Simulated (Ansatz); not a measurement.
The cell is built on a prototype and need not be the phase stable at ambient conditions.

By PBEsol, the system below comes out a metal.

The ballistic (Sharvin) conductance counts the channels at the Fermi level: G/A = (e²/h) × channels of both spins per area.

Data:

```xyz
4
Lattice="3.9453 0.0000 0.0000 0.0000 7.7398 0.0000 1.9726 3.8699 1.9726" Properties=species:S:1:pos:R:3 pbc="T T T"
Rh     0.0000     3.8699     0.0000
Rh     3.9453     9.6747     1.9726
Rh     1.9726     1.9349     0.0000
Hf     0.0000     0.0000     0.0000
```

Space group of this cell: I4/mmm. The cell was relaxed by PBE-D3(BJ); by PBEsol its mean pressure is -2.4 GPa.

The current flows along the normal of the first two printed cell vectors. No spin-orbit coupling; the value is a mean over 0.1 eV about the Fermi level.

### Question
State the ballistic conductance per area according to PBEsol (Ansatz, a first-principles code).

### Answer
0.83 × 10¹⁵ S/m² for both spins.
